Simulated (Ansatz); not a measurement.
Start from V₂O₃ in the corundum structure (space group R-3c, No. 167; a = 4.775 Å, c = 14.228 Å (hexagonal axes); ferromagnetic).

Structures relaxed with Kohn–Sham DFT with the PBEsol functional, run in Ansatz (a quantum-chemistry and plane-wave program) with PAW and 420 eV plane waves, no SOC.

Base:

Simulated powder pattern, Mo Kα, λ = 0.71073 Å (kinematic, ideal powder, no thermal factors, no anomalous dispersion; the 14 strongest lines at most, above 2 %, up to 2θ = 40°):

| 2θ (°) | I/Imax (%) | hkl |
|---|---|---|
| 11.41 | 60 | (012) |
| 15.15 | 55 | (104) |
| 17.12 | 59 | (110) |
| 17.24 | 7.8 | (006) |
| 19.19 | 25 | (113) |
| 20.62 | 9.8 | (202) |
| 22.93 | 19 | (024) |
| 24.39 | 100 | (116) |
| 26.92 | 9.0 | (122) |
| 28.76 | 17 | (214) |
| 29.88 | 35 | (300) |
| 30.63 | 11 | (1 0 10) |
| 38.94 | 18 | (226) |
| 39.48 | 8.0 | (2 1 10) |

It is then changed as follows: the cell is scaled by 0.9558 in all directions; the atoms relax in the strained cell.

Q: How do the reflections move or split?

A: 
Simulated powder pattern, Mo Kα, λ = 0.71073 Å (kinematic, ideal powder, no thermal factors, no anomalous dispersion; the 14 strongest lines at most, above 2 %, up to 2θ = 40°):

```
2θ (°)  I/Imax (%)       hkl
------  ----------  --------
11.94           61     (012)
15.85           54     (104)
17.92           60     (110)
18.04          8.5     (006)
20.08           25     (113)
21.59           12     (202)
24.01           15     (024)
25.53          100     (116)
28.19         10.0     (122)
30.12           14     (214)
31.30           34     (300)
32.08          8.5  (1 0 10)
36.30          6.6     (220)
36.36          7.3     (036)
```

The indices refer to the base's conventional cell; one index is shown for lines that coincide.

Other magnetic orders, which the real material may have, were not ruled out. Whether these cells are dynamically stable was not tested. No Hubbard U is applied, and correlation can decide whether such a compound is a metal. The base started in C2/c and relaxed to R-3c at this level.
